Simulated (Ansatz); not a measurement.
Base system: TlBr in the CsCl type structure (space group Pm-3m, No. 221).

```xyz
2
Lattice="3.9145 0.0000 0.0000 0.0000 3.9145 0.0000 0.0000 0.0000 3.9145" Properties=species:S:1:pos:R:3 pbc="T T T"
Tl     0.0000     0.0000     0.0000
Br     1.9573     1.9573     1.9573
```

Cartesian axes are those of the cell as printed.

Calculations: PBEsol, PAW, 420 eV (Ansatz, a first-principles code; scalar-relativistic without spin-orbit coupling).

Strains are applied to the cell and any free atomic positions relax; under biaxial strain the out-of-plane vector relaxes too.

One change was made to it. Results:

| quantity | base | after |
|---|---|---|
| valley order (the lowest conduction-band minima on the path, energy above the VBM, named in the base's zone) | X along ⟨100⟩ 1.59 eV; R along ⟨111⟩ 1.81 eV | X along [010] 1.42 eV; X along [001] 1.60 eV; R along [111] 1.61 eV |
| energy relative to the base (free energy F) | 0 meV/atom | +1.9 meV/atom |
| volume per atom | 29.99 Å³ | 29.49 Å³ |

### Question
Which change produced these results?
A. biaxial strain −2.50 %, plane normal [001], relaxed out of plane
B. biaxial strain −1.50 %, plane normal [001], relaxed out of plane
C. biaxial strain −0.50 %, plane normal [001], relaxed out of plane
D. biaxial strain +2.00 %, plane normal [001], relaxed out of plane
E. biaxial strain −1.00 %, plane normal [001], relaxed out of plane

### Answer
B, biaxial strain −1.50 %, plane normal [001], relaxed out of plane. For comparison, the valley order in the other runs: biaxial strain −1.00 %, plane normal [001], relaxed out of plane gives X along [010] 1.47 eV; X along [001] 1.59 eV; R along [111] 1.68 eV; biaxial strain +2.00 %, plane normal [001], relaxed out of plane gives X along [001] 1.49 eV; X along [010] 1.69 eV; R along [111] 1.74 eV; biaxial strain −0.50 %, plane normal [001], relaxed out of plane gives X along [010] 1.53 eV; X along [001] 1.59 eV; R along [111] 1.74 eV; biaxial strain −2.50 %, plane normal [001], relaxed out of plane gives X along [010] 1.29 eV; R along [111] 1.49 eV; X along [001] 1.61 eV.

With Tl present, leaving out spin-orbit coupling can change the band edges. The levels and masses belong to the bands next to the band gap. Whether these cells are dynamically stable was not tested.
